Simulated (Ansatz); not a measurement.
Take GeS$_{2}$ in the 2H-MoS2 type structure (space group P6_3/mmc, No. 194; a hypothetical phase, not in the database extracts checked; layered, stacked along the Cartesian z axis) as the base.

```yaml
crystal:
  lattice:
    - [3.42754, 0.00000, 0.00000]
    - [-1.71377, 2.96834, 0.00000]
    - [0.00000, 0.00000, 10.62164]
  atoms:
    - { symbol: Ge, position: [0.33333, 0.66667, 0.25000] }
    - { symbol: Ge, position: [0.66667, 0.33333, 0.75000] }
    - { symbol: S, position: [0.33333, 0.66667, 0.60589] }
    - { symbol: S, position: [0.66667, 0.33333, 0.10589] }
    - { symbol: S, position: [0.66667, 0.33333, 0.39411] }
    - { symbol: S, position: [0.33333, 0.66667, 0.89411] }
```

Cartesian axes are those of the cell as printed.

All numbers come from PBE-D3(BJ), PAW, 420 eV (Ansatz, a quantum-chemistry and plane-wave program; spin-orbit coupling left out), earlier PAW set.

Base values:

| Item | Value |
|---|---|
| Band gap | zero |
| Shortest interatomic distance | 2.502 Å |
| Pressure | 0.0 GPa |

Now apply this change: biaxial strain +1.03 %, plane normal [001], relaxed out of plane (Cartesian); in-plane vectors clamped, the third vector and the atoms free.

Problem. Predict the new band gap.

Solution. The band gap is still zero.

Problem. What happens to the shortest interatomic distance?

Solution. The shortest interatomic distance goes up by 0.015 Å, from 2.502 Å to 2.517 Å.

Problem. How does this affect the pressure?

Solution. The pressure (mean of the normal stresses, compression positive) goes from zero to -1.1 GPa.

Stability against distortions was not tested. All final runs are without spin polarisation.
